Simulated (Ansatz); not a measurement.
# Variants of one calculation on Li5NbO5 (P1, 11 atoms in the cell)

```
Li5NbO5
1.0
    4.93177    -2.03261     0.00000
    4.93177     2.03261     0.00000
   -1.90561     0.00000     5.56799
Li Nb O
5 1 5
Direct
  0.70256   0.72844   0.35981
  0.28391   0.28779   0.64281
  0.72672   0.64981   0.83595
  0.29209   0.32061   0.13970
  0.98380   0.02042   0.53081
  0.01643   0.00558   0.99098
  0.88621   0.83169   0.17499
  0.13777   0.13384   0.82159
  0.82994   0.83493   0.67175
  0.14405   0.19167   0.33069
  0.49651   0.49523   0.00091
```

Base run A: HSE06, default PAW files made with PBE run with Ansatz (an electronic-structure program), self-consistent single point.

Its settings: basis.ecutwfc = 30.9 Ry; kpoints.mp_grid.grid = 4 4 2; hamiltonian.xc = hse06; hamiltonian.pseudopotentials = {kind: paw} (the program's default PAW files); scf.occupations.method = fixed.

The starting cell comes from a database of computed structures (which also holds hypothetical and non-ambient phases and stackings), without a prior relaxation at this level. Its atoms were displaced at random from the sites of space group no. 12. In the base run, with a pressure of about -6 GPa the cell is away from its equilibrium volume at this level. In the base run, forces exceed 1 eV/Å. Ansatz's pressure includes its estimate of the finite-basis (Pulay) stress.

ΔF is the free energy per atom less that of run A. A dash stands where there is no value to compare (another energy zero or no entropy term, no result, no spin, no clean gap, or a mesh too coarse for one). Total energies depend on the potentials, the functional and any Hubbard or dispersion term, so they are compared only between runs that share all of them.

Run A gave: pressure (GPa) -6.36; largest force (eV/Å) 6.481; gap on the mesh (eV) 3.651; k-points 20.

Runs:
- B: hamiltonian.xc: hse06 → pbesol [PBEsol]
- C: hamiltonian.xc: hse06 → pbe0 [PBE0]
- D: kpoints.mp_grid.grid: 4 4 2 → 3 3 2
- E: kpoints.mp_grid.grid: 4 4 2 → 4 4 3
- F: scf.convergence.dr2_threshold: default (1e-07 eV) → 1e-08 eV
- G: scf.exx.singularity: default → wigner_seitz

**Question.** What does run C change against A?

**Answer.** The pressure moves little (-6.36 to -6.37 GPa), the largest force moves little (6.481 to 6.480 eV/Å) and the gap on the mesh goes from 3.651 to 4.411 eV.

**Question.** What does run B change against A?

**Answer.** The pressure goes from -6.36 to -4.95 GPa, the largest force goes from 6.481 to 6.395 eV/Å and the gap on the mesh goes from 3.651 to 2.274 eV.

| run | ΔF (meV/atom) | pressure (GPa) | largest force (eV/Å) | gap on the mesh (eV) | k-points |
|---|---|---|---|---|---|
| A | 0.00 | -6.36 | 6.481 | 3.651 | 20 |
| B | – | -4.95 | 6.395 | 2.274 | 20 |
| C | – | -6.37 | 6.480 | 4.411 | 20 |
| D | 1.53 | -6.36 | 6.400 | 3.690 | 10 |
| E | -0.58 | -6.37 | 6.486 | 3.653 | 26 |
| F | 0.00 | -6.36 | 6.481 | 3.651 | 20 |
| G | – | -6.36 | 6.481 | 3.651 | 20 |

Keys are those of Ansatz 0.2.
